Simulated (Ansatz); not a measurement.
Defect: O vacancy in corundum, neutral cell. Level of theory: PBE, PAW (plane waves to 420 eV; Ansatz, a first-principles code).

120-site cell at the relaxed PBE lattice, the Γ point alone, smearing 0.01 eV, spin-restricted, no finite-size correction. Static, classical nuclei. The charge state is imposed; whether it is stable for some Fermi level was not computed. Forms of the defect that were not tried may lie lower.

Barriers: single points on a 2×2×2 k-point mesh shifted by half a step along c at the bands' geometries (they differ from the bands' own by up to 0.29 eV, and are uncertain by about as much).

The step: a nearby O atom hops onto the vacant site. Atoms about the jump, Cartesian Å from the middle of the jump, before and after:

```csv
atom,x0,y0,z0,x1,y1,z1
O1,0.28,-0.68,1.09,-0.28,0.68,-1.09
Al2,-1.17,-0.62,-0.30,-1.22,-0.69,-0.26
Al3,1.22,0.69,0.26,1.17,0.62,0.30
O4,-1.94,0.59,1.09,-1.92,0.57,1.09
O5,1.92,-0.57,-1.10,1.94,-0.59,-1.09
O6,0.46,2.19,1.08,0.46,2.18,1.10
O7,-0.46,-2.18,-1.10,-0.46,-2.19,-1.08
Al8,-1.21,-0.69,2.42,-1.22,-0.69,2.44
Al9,1.22,0.69,-2.45,1.21,0.69,-2.42
O10,-1.94,-1.96,1.09,-1.92,-1.96,1.09
O11,1.92,1.96,-1.09,1.94,1.96,-1.09
Al12,-1.20,2.09,1.94,-1.20,2.08,1.94
Al13,1.20,-2.08,-1.94,1.20,-2.09,-1.94
Al14,-1.17,2.01,-1.89,-1.20,2.08,-1.94
Al15,1.20,-2.08,1.94,1.17,-2.01,1.89
```

**Question.** Predict the transition state.

**Answer.** 
| atom | x | y | z |
|---|---|---|---|
| O1 | 0.00 | 0.00 | 0.00 |
| Al2 | -1.40 | -0.87 | -0.28 |
| Al3 | 1.40 | 0.86 | 0.28 |
| O4 | -2.06 | 0.56 | 1.19 |
| O5 | 2.06 | -0.56 | -1.20 |
| O6 | 0.50 | 2.26 | 1.12 |
| O7 | -0.50 | -2.27 | -1.13 |
| Al8 | -1.24 | -0.70 | 2.46 |
| Al9 | 1.24 | 0.69 | -2.47 |
| O10 | -1.93 | -2.00 | 1.09 |
| O11 | 1.93 | 2.00 | -1.10 |
| Al12 | -1.20 | 2.05 | 1.91 |
| Al13 | 1.20 | -2.05 | -1.92 |
| Al14 | -1.19 | 2.07 | -1.95 |
| Al15 | 1.19 | -2.07 | 1.94 |
It lies 4.68 eV above the start and 4.68 eV above the end. The saddle point's order was not checked, and it lies on a symmetry element of the cell, where a band can be held.
